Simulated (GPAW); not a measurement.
**Short convergence ladders for FeAl (P4mm, 2 atoms in the cell)**

```
FeAl
1.0
    2.91873     0.00000     0.00000
    0.00000     2.91873     0.00000
    0.00000     0.00000     2.91873
Al Fe
1 1
Direct
  0.50000   0.50000   0.51713
  0.00000   0.00000   0.00000
```

Base method: LDA (Perdew-Wang 92), GPAW PAW datasets LDA (gpaw-data 1.0.1) (plane waves; GPAW 25.7.0).

Base settings: mode = pw; ecut = 850 eV; xc = LDA; kpts = 5 5 5; mesh shift (steps) = 0 0 0; occupations.name = fermi-dirac; occupations.width = 0.1 eV; nbands = -6; convergence.forces = 0.001 eV/Å; symmetry.symmorphic = false.

The count of work is k-points × plane waves × bands × iterations; it is no time. Core times come from one kind of shared machine, to one figure; runs under 30 s give none.

**The k-point mesh at a smearing width of 0.02 eV**

In this ladder: occupations.width = 0.02 eV.

Only quantities that move along the ladder and can be compared are tabulated.

```tsv
kpts	free energy less the last step's (meV/atom)	pressure (GPa)	largest difference of a force vector from the last step's (eV/Å)	count of work / last	core time / last (rough)
4 4 4	-46.34	-18.67	0.006	0.017	–
5 5 5	36.10	-17.00	0.002	0.017	–
6 6 6	-3.40	-17.86	0.008	0.037	–
7 7 7	-4.23	-17.87	0.002	0.035	–
8 8 8	9.60	-17.63	0.002	0.069	–
10 10 10	-0.15	-17.79	0.001	0.11	0.2
12 12 12	-2.61	-17.84	0.002	0.25	0.3
18 18 18	-0.38	-17.80	0.001	0.63	0.9
22 22 22	0.00	-17.80	0.000	1.0	1
```

Coarsest kpts that holds the pressure within 0.5 GPa of the last step, with all finer ones: 6 6 6, at 0.037 of the last step's count of work; the step before is off by 0.80 GPa.

Coarsest kpts that holds the free energy within 2 meV/atom of the last step, with all finer ones: 18 18 18; the step before is off by 2.6 meV/atom.

Coarsest kpts that holds the forces within 0.005 eV/Å of the last step, with all finer ones: 7 7 7, at 0.035 of the last step's count of work; the step before is off by 0.008 eV/Å.

**The width of Gaussian smearing**

In this ladder: kpts = 8 8 8; occupations.name = methfessel-paxton; occupations.order = 0.

Narrow widths need finer meshes than wide ones, so the last steps can hold mesh noise.

Only quantities that move along the ladder and can be compared are tabulated; pressure and forces are left out, as mesh noise rules them at narrow widths.

| occupations.width | free energy less the last step's (meV/atom) | energy extrapolated to zero width less the last step's (meV/atom) |
|---|---|---|
| 1 eV | -307.89 | -41.64 |
| 0.5 eV | -95.10 | -16.23 |
| 0.3 eV | -38.76 | -4.42 |
| 0.2 eV | -17.79 | -1.38 |
| 0.1 eV | -3.81 | -0.29 |
| 0.05 eV | 0.00 | 0.00 |

Widest occupations.width that holds the energy extrapolated to zero width within 2 meV/atom of the last step, with all finer ones: 0.2 eV; the step before is off by 4.4 meV/atom.

Widest occupations.width that holds the free energy within 5 meV/atom: not settled: the last two steps still differ by 3.8 meV/atom, over half the tolerance, so the ladder does not show it.

The extrapolation to zero width removes most of the smearing's effect on the energy.

**The setting conv density**

In this ladder: convergence.forces = default. Moved along: convergence.energy, convergence.eigenstates.

The mesh stays at the base's, so the ladder's end is converged at best in this setting alone.

Only quantities that move along the ladder and can be compared are tabulated.

```tsv
convergence.density	pressure (GPa)	largest difference of a force vector from the last step's (eV/Å)
0.01 e/electron	-16.39	0.083
0.001 e/electron	-16.71	0.008
0.0001 e/electron	-16.72	0.000
1e-06 e/electron	-16.72	0.000
1e-07 e/electron	-16.72	0.000
```

Coarsest convergence.density that holds the forces within 0.005 eV/Å of the last step, with all finer ones: 0.0001 e/electron; the step before is off by 0.008 eV/Å.

Coarsest convergence.density that holds the pressure within 0.2 GPa of the last step, with all finer ones: 0.001 e/electron; the step before is off by 0.33 GPa.

On the base run: the starting cell has typed, rounded lattice constants, without a prior relaxation at this level. Its lattice was rescaled by up to half a per cent. One atom was moved a little off its site on purpose. Spin polarisation is off. In the base run, with a pressure of about -17 GPa the cell is away from its equilibrium volume at this level. Without a gap this mesh is coarse (it stands for a supercell whose shortest vector is 15 Å).

Left out of this page: 2 runs of the series outside the window shown, repeating another row's setting, or not comparable.
